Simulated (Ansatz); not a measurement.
Start from La₂O₃ (space group P-3m1, No. 164; a = 3.940 Å, c = 6.188 Å).

(Cell as relaxed with PBE.)

Levels (all Ansatz, a first-principles code, PAW, earlier PAW set): PBE (420 eV, no SOC); r2SCAN (500 eV, scalar-relativistic without spin-orbit coupling).

Each level relaxes its own structure.

```
base                      PBE    r2SCAN
-------------------  --------  --------
volume per atom      16.64 Å³  16.43 Å³
lattice parameter a   3.940 Å   3.935 Å
band gap              3.83 eV   4.23 eV
```

Perturbation: hydrostatic tension (pressure −2 GPa).

```csv
quantity,PBE,r2SCAN
shift of the gap caused by the change,-0.02 eV,___
gap character,"indirect, L → M",___
mean gap deformation potential ΔEg/Δln V,-0.9 eV,___
```

Q: Predict the r2SCAN column.

A: 
- shift of the gap caused by the change, r2SCAN: -0.01 eV
- gap character, r2SCAN: indirect, L → K
- mean gap deformation potential ΔEg/Δln V, r2SCAN: -0.6 eV

They disagree on the gap character; PBE's mean gap deformation potential ΔEg/Δln V lies 0.3 eV below r2SCAN's. Neither level is exact; r2SCAN is the comparison here, not a measurement.

Load acts through the strain it causes; cell and atoms are relaxed under it. Stability against distortions was not tested.
